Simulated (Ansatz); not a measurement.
Sb on the N site in metastable zinc-blende AlN: one set of geometries, relaxed with PBE, evaluated in Ansatz (PAW, plane waves to 420 eV, 500 eV under r2SCAN) with PBE, r2SCAN.

Cell and caveats: 64-site cell; 2×2×2 shifted k-points; start: the N site; charged states image-corrected; no spin–orbit coupling; not converged in cell size; flagged in the runs: a doubtful potential alignment.

```json
[
 {"quantity": "host gap (eV)", "PBE": "3.31", "r2SCAN": "3.92"},
 {"quantity": "ε(+1/0) above the VBM (eV)", "PBE": "1.25", "r2SCAN": "1.41"},
 {"quantity": "largest moment on one atom at charge +1 (μB)", "PBE": "0.15", "r2SCAN": "0.16"},
 {"quantity": "neutral formation energy against N2 molecule in a box, rhombohedral Sb (eV)", "PBE": "8.92", "r2SCAN": "9.14"}
]
```

PBE narrows the gap by 0.61 eV against r2SCAN, the highest level run, and puts the levels 0.16 eV lower above the valence-band maximum on average.

Ansatz is an electronic-structure program.
